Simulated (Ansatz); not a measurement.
The starting structures come from a database of crystals and need not be the phases stable at ambient conditions.

Data:

```
CELL_PARAMETERS angstrom
      7.93857     0.00000     0.00000
     -3.96928     6.87500     0.00000
      3.96929     2.29167     3.33497
ATOMIC_POSITIONS crystal
  Cs 0.99740 0.99870 0.00390
  Ge 0.04584 0.52292 0.43124
  Br 0.46587 0.49453 0.03959
  Br 0.46587 0.97134 0.03959
  Br 0.98907 0.49453 0.03959
```

Space group of this cell: R3m. The cell is taken as given.

Transport runs along the normal of the first two printed cell vectors, the (001) plane of the conventional cell.

The gap is the functional's own, uncorrected, and κ follows it; spin-orbit coupling is left out. Mid-gap values are interpolated between the computed energies.

### Question
Compute, with r2SCAN run with Ansatz (an electronic-structure program), the band gap and the smallest decay constant κ at mid-gap.

### Answer
Gap 1.49 eV on a 10×10×10 mesh; κ = 0.121 1/Å, at the zone centre.
